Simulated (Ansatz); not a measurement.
Consider GaAs in the zinc blende structure (space group F-43m, No. 216; a = 5.667 Å).

All numbers come from Ansatz (a program for electronic structure), r2SCAN, PAW, cutoff 500 eV, spin-orbit coupling left out.

For the base:

The valley order comes out as Γ 0.96 eV; L along ⟨111⟩ 1.35 eV; a point along ⟨100⟩, about 1.0 Å⁻¹ from Γ 1.72 eV, the pressure comes out as 0.00 GPa and the electron mass is 0.051 mₑ (at Γ).

It is then changed as follows: every lattice vector is stretched by 2.00 %, atoms relaxed at fixed cell.

Q: Predict the new valley order.

A: The valley order (the lowest conduction-band minima on the path, energy above the VBM, named in the base's zone) goes from Γ 0.96 eV; L along ⟨111⟩ 1.35 eV; a point along ⟨100⟩, about 1.0 Å⁻¹ from Γ 1.72 eV to Γ 0.49 eV; L along ⟨111⟩ 1.17 eV; a point along ⟨100⟩, about 1.0 Å⁻¹ from Γ 1.79 eV.

Q: Estimate the effect on the energy relative to the base.

A: The energy goes up by 17 meV/atom.

Q: Estimate the effect on the pressure.

A: The pressure goes from zero to -3.74 GPa.

Q: Estimate the effect on the electron mass.

A: The electron mass changes from 0.051 mₑ (at Γ) to 0.028 mₑ (at Γ).

The levels and masses belong to the bands next to the band gap. The cells carry an imposed strain or load. Masses are band curvatures over ±0.01 Å⁻¹ around the edge. Stability against distortions was not tested.
